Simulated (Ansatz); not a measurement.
The starting structures come from a database of crystals and need not be the phases stable at ambient conditions.

The decay constant κ of evanescent states in the gap governs leakage through a thin film.

Given:

```
CaGaGeH
1.0
    4.15291     0.00000     0.00000
   -2.07645     3.59653     0.00000
    0.00000     0.00000     4.79882
Ca Ga Ge H
1 1 1 1
Direct
  0.33333   0.66667   0.00001
  0.00000   0.00000   0.56511
  0.66667   0.33333   0.42438
  0.00000   0.00000   0.92930
```

Space group of this cell: P3m1. The cell is taken as given; by PBEsol its mean pressure is -2.7 GPa.

Transport runs along the normal of the first two printed cell vectors, the (001) plane of the conventional cell.

The gap is the functional's own, uncorrected, and κ follows it; spin-orbit coupling is left out. Mid-gap values are interpolated between the computed energies.

Q: Give the band gap and the smallest decay constant κ at mid-gap that Ansatz (a first-principles code) with PBEsol yields.

A: Gap 0.38 eV on a 12×12×6 mesh; κ = 0.073 1/Å, at the zone centre.
